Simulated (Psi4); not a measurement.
Psi4 1.11, WB97X/def2-svp: Zr(Cl)2(OSiH3)2 ([SiH3][O][Zr]([Cl])([Cl])[O][SiH3]), 13 atoms. The geometry is a generated start, not checked to be a minimum at this level.

```json
{
  "task": "energy",
  "method": "wb97x",
  "basis": "def2-svp",
  "memory": "3 GB",
  "maxiter": "100",
  "keys_of_the_molecule_block": "symmetry c1",
  "scf_type": "df (default)",
  "e_convergence": "1e-06 (default)",
  "d_convergence": "1e-06 (default)",
  "dft_radial_points": "75 (default)",
  "dft_spherical_points": "302 (default)",
  "effective_core_potentials": "those of the basis set, past Kr",
  "basis_functions": "161",
  "grid_points": "278524"
}
```

```xyz
13

Zr     0.6824     0.6426     0.6901
Cl     1.7320     2.5160     1.4595
Cl    -1.2360     0.6265     1.9035
O      1.5393    -0.9838     1.0747
Si     0.8720    -2.3942     0.6582
H     -0.5286    -2.4435     1.1668
H      1.6983    -3.4385     1.2699
H      0.8796    -2.4986    -0.8243
O      0.2087     0.8574    -1.1139
Si    -1.1726     1.6135    -1.4846
H     -2.3057     0.6800    -1.2803
H     -1.0735     1.9942    -2.8974
H     -1.2960     2.8286    -0.6222
```

Charge 0 and multiplicity 1 are set for this test and not shown to be the ground state.

With the defaults (diis = true, scf_initial_accelerator = adiis, damping_percentage = 0, level_shift = 0, level_shift_cutoff = 0.01, soscf = false, soscf_start_convergence = 0.01, guess = auto, which took SAD, diis_max_vecs = 10) it converges in 10 SCF iterations. One run each on 2 threads, with these changes:
- soscf = true, soscf_start_convergence = 0.1
- guess = sap
- guess = gwh
- level_shift = 0.1, level_shift_cutoff = 0.001
- scf_initial_accelerator = none
- damping_percentage = 60
- guess = core
- diis_max_vecs = 20
- diis = false, scf_initial_accelerator = none, damping_percentage = 60

### Question
Which of these changes keep the SCF from converging, or lead it to another solution?

### Answer
No convergence: diis = false, scf_initial_accelerator = none, damping_percentage = 60 (the run ends without SCF convergence in 100 iterations). The rest reach the solution of the defaults.

```csv
setting,SCF iterations,JK calls,end
"soscf = true, soscf_start_convergence = 0.1",6,22,same solution
the defaults,10,11,same solution
"level_shift = 0.1, level_shift_cutoff = 0.001",10,11,same solution
scf_initial_accelerator = none,10,11,same solution
diis_max_vecs = 20,10,11,same solution
guess = gwh,13,13,same solution
guess = sap,13,13,same solution
guess = core,14,14,same solution
damping_percentage = 60,75,76,same solution
"diis = false, scf_initial_accelerator = none, damping_percentage = 60",100,101,no convergence
```

An SOSCF iteration holds several JK calls; a Hückel guess adds calls on atoms.
